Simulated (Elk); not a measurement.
Input and output of a self-consistent single point for PtAu (R-3m, 2 atoms in the cell) (Elk).

Method: PBEsol, all-electron FP-LAPW, Elk's shipped species files, default APW+lo basis (Elk).

```xyz
2
Lattice="1.4097 0.8139 4.7534 -1.4097 0.8139 4.7534 0.0000 -1.6277 4.7534" Properties=species:S:1:pos:R:3 pbc="T T T"
Pt     0.0000     0.0000     7.1301
Au     0.0000     0.0000     0.0000
```

Reference input (self-consistent single point, DFT, LDA (PW92), all-electron FP-LAPW, Elk's shipped species files, default APW+lo basis): xctype = 3; rgkmax = 7; stype = 3; swidth = 0.00183747 Ha; ngridk = 11 11 11; rmtscf = 0.89. This run's input differs from it in these lines:

```diff
@@ -4,3 +4,3 @@
 xctype
-  3
+  22
```

The program printed (abridged):

```
│ Self-consistent loop started │
│ Loop number : 1 │
 total energy                :     -37470.9525510
│ Loop number : 2 │
 total energy                :     -37471.7921844
RMS change in Kohn-Sham potential (target) :   0.2521966136     (  0.1000000000E-05)
Absolute change in total energy (target)   :   0.8396333653     (  0.1000000000E-03)
│ Loop number : 3 │
 total energy                :     -37473.9428462
RMS change in Kohn-Sham potential (target) :   0.2353211770     (  0.1000000000E-05)
Absolute change in total energy (target)   :    2.360570088     (  0.1000000000E-03)
│ Loop number : 4 │
   [... lines left out ...]
Absolute change in total energy (target)   :   0.1993877304E-03 (  0.1000000000E-03)
│ Loop number : 15 │
 total energy                :     -37484.3346865
RMS change in Kohn-Sham potential (target) :   0.1973287596E-06 (  0.1000000000E-05)
Absolute change in total energy (target)   :   0.1197294114E-03 (  0.1000000000E-03)
│ Loop number : 16 │
 total energy                :     -37484.3346709
RMS change in Kohn-Sham potential (target) :   0.1388775475E-06 (  0.1000000000E-05)
Absolute change in total energy (target)   :   0.4552862083E-04 (  0.1000000000E-03)
Convergence targets achieved

│ Loop number : 17 │

Energies :
 Fermi                       :     0.345946183112
 total energy                :     -37484.3346720

Density of states at Fermi energy :    44.04133198
 (states/Hartree/unit cell)

Estimated indirect band gap :   0.1182630973E-02
 from k-point     24 to k-point     36
Estimated direct band gap   :   0.8063633452E-02
 at k-point    113

Charges :
 core                        :    96.00000000
 valence                     :    61.00000000
 interstitial                :    3.212700637
 muffin-tins (core leakage)
  species :    1 (Pt)
   atom    1                 :    76.36612324     (  0.7769111915E-03)
  species :    2 (Au)
   atom    1                 :    77.42117612     (  0.5170766166E-03)
 total in muffin-tins        :    153.7872994
 total calculated charge     :    156.9885552
 total charge                :    157.0000000
 error                       :   0.1144484303E-01

│ Self-consistent loop stopped │
```

The run converged in 17 iterations. The count includes the last loop, which Elk runs after its targets are met. 

The starting cell comes from a database of computed structures (which also holds hypothetical and non-ambient phases and stackings), without a prior relaxation at this level. Spin-orbit coupling is off. Spin polarisation is off. Values depend on the basis (sphere radii, cutoffs, local orbitals), which need not be converged. The log's line on a gap gives a spacing of levels on this mesh, which the program prints for metals too.
